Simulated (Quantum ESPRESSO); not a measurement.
# Several settings converged on CsGeI3 (Cm, 5 atoms in the cell)

```yaml
crystal:
  lattice:
    - [4.36642, -4.23686, 0.00000]
    - [4.36642, 4.23686, 0.00000]
    - [-0.32524, 0.00000, 6.13785]
  atoms:
    - { symbol: Cs, position: [0.91129, 0.91129, 0.59476] }
    - { symbol: Ge, position: [0.37265, 0.37265, 0.13414] }
    - { symbol: I, position: [0.41162, 0.41162, 0.58077] }
    - { symbol: I, position: [0.91993, 0.40881, 0.09324] }
    - { symbol: I, position: [0.40881, 0.91993, 0.09324] }
```

Base method: LDA (PW92), PseudoDojo standard norm-conserving (LDA) pseudopotentials (plane waves; Quantum ESPRESSO).

Base settings: ecutwfc = 80 Ry; occupations = fixed; potentials = {Cs: Cs.upf, Ge: Ge.upf, I: I.upf}; K_POINTS = automatic 2 2 2 0 0 0; nbnd = 28; conv_thr = 1e-09 Ry; mixing_beta = 0.5.

The count of work is k-points × plane waves × bands × iterations; it is no time. 

**The k-point mesh**

Only quantities that move along the ladder and can be compared are tabulated.

```tsv
K_POINTS	free energy less the last step's (meV/atom)	pressure (GPa)	largest difference of a force vector from the last step's (eV/Å)	gap on the mesh (eV)	count of work / last
automatic 1 1 1 0 0 0	-296.13	-1.55	1.991	3.882	0.011
automatic 2 2 2 0 0 0	117.41	-0.76	0.809	0.987	0.060
automatic 4 4 4 0 0 0	5.93	-1.76	0.075	1.044	0.24
automatic 5 5 5 0 0 0	-1.49	-1.89	0.021	1.802	0.39
automatic 7 7 7 0 0 0	0.00	-1.86	0.000	1.442	1.0
```

Coarsest K_POINTS that holds the free energy within 5 meV/atom of the last step, with all finer ones: automatic 5 5 5 0 0 0, at 0.39 of the last step's count of work; the step before is off by 5.9 meV/atom.

Coarsest K_POINTS that holds the forces within 0.01 eV/Å: not settled: the last two steps still differ by 0.021 eV/Å, over half the tolerance, so the ladder does not show it.

The gap on the mesh jumps up and down from mesh to mesh; it is no smooth measure of convergence.

**The width of Fermi-Dirac smearing**

In this ladder: occupations = smearing; nbnd = default; smearing = fermi-dirac.

The mesh stays at the base's, so the ladder's end is converged at best in this setting alone.

Only quantities that move along the ladder and can be compared are tabulated; the gap is left out on so coarse a mesh.

```tsv
degauss	free energy less the last step's (meV/atom)	pressure (GPa)	largest difference of a force vector from the last step's (eV/Å)
0.073499 Ry	-520.72	0.12	1.628
0.036749 Ry	-77.45	-0.74	0.598
0.0147 Ry	-2.55	-0.81	0.031
0.0073499 Ry	-0.08	-0.76	0.001
0.00147 Ry	0.00	-0.76	0.000
```

Widest degauss that holds the forces within 0.02 eV/Å of the last step, with all finer ones: 0.0073499 Ry; the step before is off by 0.031 eV/Å.

Widest degauss that holds the pressure within 0.1 GPa of the last step, with all finer ones: 0.036749 Ry; the step before is off by 0.88 GPa.

Widest degauss that holds the free energy within 0.5 meV/atom of the last step, with all finer ones: 0.0073499 Ry; the step before is off by 2.6 meV/atom.

On the base run: the starting cell comes from a database of computed structures (which also holds hypothetical and non-ambient phases and stackings), without a prior relaxation at this level. Its lattice was rescaled by up to half a per cent. One atom was moved a little off its site on purpose. Spin-orbit coupling is off.
